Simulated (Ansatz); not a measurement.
Cost and result by functional for the adsorption energy of CH3 on the 1x1 (0001) surface of hcp Zr, one in a 2x2 cell, started at the site 'hollow Zr-Zr-Zr', in Ansatz (plane waves, PAW). Single points on the PBE structure, on one kind of machine; costs are rough ratios of the slab run's core time (references not counted) to the cheapest single point. r2SCAN's cost holds its higher cutoff (500 against 420 eV). Differences are taken against r2SCAN for comparison alone: no measured value is at hand, so the table doesn't rank accuracy.

Slab: 20 atoms, 7.6 Å thick at the start under the adsorbate (thin: gaps and levels are the slab's own); k 5x5x1, smearing 0.1 eV, dipole-corrected; 8 atoms held, the rest relaxed; symmetry of the start imposed; no spin, no spin-orbit, no U, no dispersion correction. At the end it is bonded to 3 Zr. In PBE this state lies 0.06 eV over the lowest of the starts that converged ('hollow Zr-Zr-Zr over Zr at depth 2.4 Å'). These notes are the PBE run's. Adsorption energies are against CH4(g) − ½ H2(g). A negative adsorption energy means that the adsorbate is more stable on the surface than in its reference.

```tsv
functional	relative cost	adsorption energy (eV)	less r2SCAN (eV)
RPBE	1	0.07	0.49
r2SCAN	3	-0.42	0.00
PBE (the relaxed run's value)	–	-0.15	0.27
```

The values span 0.49 eV, while the single points' costs differ by a factor of roughly 3. Differences are of unrounded values.

Ansatz is a first-principles code.
